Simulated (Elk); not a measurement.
Input and output of a self-consistent single point for K₃Ga (I4/mmm, 4 atoms in the cell) (Elk)

Method of the run: LDA (PW92), all-electron FP-LAPW, Elk's shipped species files, APW+lo basis with extra local orbitals (Elk 10.2.4).

This input was run:

```
tasks
  0

tforce
  .true.

rgkmax
  7.5

gmaxvr
  18.0

lmaxapw
  10

lmaxo
  8

nxlo
  2

lorbcnd
  .true.

lradstp
  2

nrmtscf
  2.0

lmaxi
  4

stype
  0

swidth
  0.00999582

maxscl
  100

scale
  1.889726125

avec
   -2.8597550000    2.8597550000    5.6022380000
    2.8597550000   -2.8597550000    5.6022380000
    2.8597550000    2.8597550000   -5.6022380000

atoms
  2
  'K.in'
  3
  0.7500000000  0.2500000000  0.5000000000    0.0 0.0 0.0
  0.2500000000  0.7500000000  0.5000000000    0.0 0.0 0.0
  0.5000000000  0.5000000000  0.0000000000    0.0 0.0 0.0
  'Ga.in'
  1
  0.0000000000  0.0000000000  0.0000000000    0.0 0.0 0.0

ngridk
  6 6 6
```

Log, with long lists cut:

```
│ Elk code version 10.2.4 │

All units are atomic (Hartree, Bohr, etc.)

│ Ground-state run starting from atomic densities │

Lattice vectors :
  -5.404153735       5.404153735       10.58669551
   5.404153735      -5.404153735       10.58669551
   5.404153735       5.404153735      -10.58669551

Unit cell volume      :    1236.732585
Brillouin zone volume :   0.2005689964

Muffin-tin inner radius fraction :   0.1000000000E-01

Nuclei treated as point charges

Species :    1 (K)
 parameters loaded from : K.in
 name : potassium
 nuclear charge    :   -19.00000000
 electronic charge :    19.00000000
 atomic mass :    71271.84084
 muffin-tin radius :    2.400000000
 number of radial points in muffin-tin :    999
 atomic positions (lattice), magnetic fields (Cartesian) :
   1 :  -0.25000000  0.25000000  0.50000000    0.00000000  0.00000000  0.00000000
   2 :   0.25000000 -0.25000000  0.50000000    0.00000000  0.00000000  0.00000000
   3 :   0.50000000  0.50000000  0.00000000    0.00000000  0.00000000  0.00000000

Species :    2 (Ga)
 parameters loaded from : Ga.in
 name : gallium
 nuclear charge    :   -31.00000000
 electronic charge :    31.00000000
 atomic mass :    127097.2538
 muffin-tin radius :    2.400000000
 number of radial points in muffin-tin :    999
 atomic positions (lattice), magnetic fields (Cartesian) :
   1 :   0.00000000  0.00000000  0.00000000    0.00000000  0.00000000  0.00000000

Total number of atoms per unit cell :    4

Spin treatment :
 spin-unpolarised

Number of Bravais lattice symmetries :   16
Number of crystal symmetries         :   16
Crystal has inversion symmetry
Real symmetric eigensolver will be used

k-point grid :      6     6     6
k-point offset :    0.000000000       0.000000000       0.000000000
k-point set is reduced with full crystal symmetry group
Total number of k-points :       30

Muffin-tin radius times maximum |G+k| :    7.500000000
 using average radius
   [... lines left out ...]
 potential will be trimmed for |G| > 2 gkmax
Constant for pseudocharge density :   11
Radial integration step length :    2

G-vector grid sizes :     75    75    75
Number of G-vectors :   121797

Maximum angular momentum used for
 APW functions                      :   10
 outer part of muffin-tin           :    8
 inner part of muffin-tin           :    4

Total nuclear charge    :   -88.00000000
Total core charge       :    48.00000000
Total valence charge    :    40.00000000
Total excess charge     :    0.000000000
Total electronic charge :    88.00000000

Effective Wigner radius, rₛ :    1.497044951

Number of empty states         :   16
Total number of valence states :   36
Total number of core states    :   48

Conduction state local-orbitals added automatically
Total number of local-orbitals :  414

Exchange-correlation functional :      3     0     0
 Perdew-Wang/Ceperley-Alder, Phys. Rev. B 45, 13244 (1992)
 gradient requirement :    0
 local density approximation (LDA)

Smearing type :    0
 Gaussian
Smearing width :   0.9995820000E-02
Effective electronic temperature (K) :    3156.430308

Mixing type :    3
 Broyden mixing, J. Phys. A: Math. Gen. 17, L317 (1984)

Kohn-Sham potential initialised from atomic data
│ Self-consistent loop started │
│ Loop number : 1 │
 total energy                :     -3746.38418631
│ Loop number : 2 │
 total energy                :     -3746.34359682
RMS change in Kohn-Sham potential (target) :   0.2995250399E-01 (  0.1000000000E-05)
Absolute change in total energy (target)   :   0.4058948836E-01 (  0.1000000000E-03)
│ Loop number : 3 │
 total energy                :     -3746.20135056
RMS change in Kohn-Sham potential (target) :   0.2799720687E-01 (  0.1000000000E-05)
Absolute change in total energy (target)   :   0.1523936308     (  0.1000000000E-03)
│ Loop number : 4 │
 total energy                :     -3746.00819222
RMS change in Kohn-Sham potential (target) :   0.2641983142E-01 (  0.1000000000E-05)
Absolute change in total energy (target)   :   0.2312567529     (  0.1000000000E-03)
│ Loop number : 5 │
 total energy                :     -3744.15683796
RMS change in Kohn-Sham potential (target) :   0.9277985890E-02 (  0.1000000000E-05)
Absolute change in total energy (target)   :    1.909168440     (  0.1000000000E-03)
   [... lines left out ...]
Absolute change in total energy (target)   :   0.1092177768E-01 (  0.1000000000E-03)
│ Loop number : 11 │
 total energy                :     -3743.11370815
RMS change in Kohn-Sham potential (target) :   0.1858022696E-05 (  0.1000000000E-05)
Absolute change in total energy (target)   :   0.2550561060E-02 (  0.1000000000E-03)
│ Loop number : 12 │
 total energy                :     -3743.11368046
RMS change in Kohn-Sham potential (target) :   0.4918275111E-06 (  0.1000000000E-05)
Absolute change in total energy (target)   :   0.6653327196E-03 (  0.1000000000E-03)
│ Loop number : 13 │
 total energy                :     -3743.11371055
RMS change in Kohn-Sham potential (target) :   0.2840804488E-06 (  0.1000000000E-05)
Absolute change in total energy (target)   :   0.1362393955E-03 (  0.1000000000E-03)
│ Loop number : 14 │
 total energy                :     -3743.11372469
RMS change in Kohn-Sham potential (target) :   0.6564184096E-07 (  0.1000000000E-05)
Absolute change in total energy (target)   :   0.1991950421E-04 (  0.1000000000E-03)
Convergence targets achieved

│ Loop number : 15 │

Energies :
 Fermi                       :     0.671983521948E-01
 sum of eigenvalues          :     -2164.43886009
 electron kinetic            :      3791.79461756
 core electron kinetic       :      3551.21834099
 Coulomb                     :     -7366.57480468
 Coulomb potential           :     -5733.47171290
 nuclear-nuclear             :     -384.629222173
 electron-nuclear            :     -8230.41945212
 Hartree                     :      1248.47386961
 Madelung                    :     -4499.83894823
 xc potential                :     -222.761764742
 exchange                    :     -161.047199810
 correlation                 :     -7.28634035567
 total energy                :     -3743.11372730

Density of states at Fermi energy :    114.8741082
 (states/Hartree/unit cell)

Estimated indirect band gap :   0.9389775106E-03
 from k-point     27 to k-point     24
Estimated direct band gap   :   0.3919805550E-02
 at k-point     12

Charges :
 core                        :    48.00000000
 valence                     :    40.00000000
 interstitial                :    5.852698272
 muffin-tins (core leakage)
  species :    1 (K)
   atom    1                 :    17.57042754     (  0.1172654454E-06)
   atom    2                 :    17.57042754     (  0.1172654454E-06)
   atom    3                 :    17.56845911     (  0.1171660902E-06)
  species :    2 (Ga)
   atom    1                 :    29.43798754     (  0.7569409264E-03)
 total in muffin-tins        :    82.14730173
 total calculated charge     :    87.99921346
 total charge                :    88.00000000
 error                       :   0.7865417448E-03

│ Self-consistent loop stopped │

Forces :
 species :    1 (K)
  atom :    1
   Hellmann-Feynman          :     0.00000000    0.00000000    0.00000000
   IBS                       :     0.00000000    0.00000000   -0.00000000
   total force               :     0.00000000    0.00000000    0.00000000
   total magnitude           :     0.00000000
  atom :    2
   Hellmann-Feynman          :     0.00000000    0.00000000   -0.00000000
   IBS                       :    -0.00000000    0.00000000    0.00000000
   total force               :    -0.00000000    0.00000000    0.00000000
   total magnitude           :     0.00000000
  atom :    3
   Hellmann-Feynman          :     0.00000000    0.00000000   -0.00000000
   IBS                       :     0.00000000    0.00000000    0.00000000
   total force               :     0.00000000    0.00000000    0.00000000
   total magnitude           :     0.00000000
 species :    2 (Ga)
  atom :    1
   Hellmann-Feynman          :     0.00000000    0.00000000    0.00000000
   IBS                       :     0.00000000    0.00000000   -0.00000000
   total force               :     0.00000000    0.00000000    0.00000000
   total magnitude           :     0.00000000
```

The run converged in 15 iterations. The count includes the last loop, which Elk runs after its targets are met.

The starting cell comes from a database of computed structures (which also holds hypothetical and non-ambient phases and stackings), without a prior relaxation at this level. Its lattice was rescaled by a random factor within 2.5 % of one. Values depend on the basis (sphere radii, cutoffs, local orbitals), which need not be converged. The log's line on a gap gives a spacing of levels on this mesh, which the program prints for metals too.

Cost on one core of a shared machine: roughly 5 min.
